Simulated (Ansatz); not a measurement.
Mg₂SnO₄ (Imma, No. 74, 14 atoms in the cell; start mp-34022) was calculated with HSE06 (Ansatz, a quantum-chemistry and plane-wave program, PAW).

Run with plane-wave cutoff 460 eV, 4×4×4 k mesh, Fermi–Dirac smearing 0.01 eV, scalar-relativistic PAW data made under PBE.

Cell (relaxed with PBEsol):

```
CELL_PARAMETERS angstrom
     -3.02847     3.11489     4.30890
      3.02847    -3.11489     4.30890
      3.02847     3.11489    -4.30890
ATOMIC_POSITIONS crystal
  Mg 0.11199 0.86199 0.25000
  Mg 0.88801 0.13801 0.75000
  Mg 0.50000 0.00000 0.00000
  Mg 0.50000 0.50000 0.50000
  Sn 0.00000 0.50000 0.50000
  Sn 0.50000 0.50000 0.00000
  O  0.74625 0.26201 0.01576
  O  0.25375 0.73799 0.98424
  O  0.74625 0.73049 0.48424
  O  0.25375 0.26951 0.51576
  O  0.74573 0.26420 0.48153
  O  0.25427 0.73580 0.51847
  O  0.28267 0.26420 0.01847
  O  0.71733 0.73580 0.98153
```

Problem. Estimate the band gap that the calculation returns.

Solution. 
- band gap: 4.42 eV (on the SCF k mesh)

Note: cell and atoms aren't relaxed at this level (pressure -2.1 GPa).

Spin–orbit coupling is not included.

Static lattice: no zero-point or thermal effects.

Computing time: around 4 core-minutes (rough).

A start named mp-… is a Materials Project structure, which need not be a measured phase.
